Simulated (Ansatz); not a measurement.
# GaN under a change: 3 layers

Start from GaN in the zinc blende structure (space group F-43m, No. 216; a = 4.498 Å). Axes: x, y, z lie along the cube axes.

Perturbation: a free-standing slab of 3 layers (6 atoms, 2 a layer) is cut normal to [110], with 15 Å of vacuum and the in-plane cell held at bulk.

Calculations: Ansatz (a first-principles code) PBEsol, no spin-orbit coupling, earlier PAW set. Γ-centred 10×7×1 mesh, Fermi–Dirac width 0.05 eV, for the changed cell.

The layer's space group (with vacuum) comes out as Pmm2 (No. 25) and the shortest interatomic distance decreases by 0.103 Å, from 1.948 Å to 1.845 Å. The band gap decreases by 0.41 eV to 1.29 eV and the gap character is indirect, Z → Γ. The excess energy per area of both faces (slab less bulk energy over the cell's area: twice a surface energy) is 4.03 J/m².

Cost of the whole job for the changed cell (relaxation, final SCF and bands): about 120 core-seconds (a rough figure).

The excess energy carries the mismatch between the slab's and the bulk's meshes. Stability against distortions was not tested. This is not the structure that GaN has at room temperature and ambient pressure. Labels are those of the standard path for the cell's own space group.
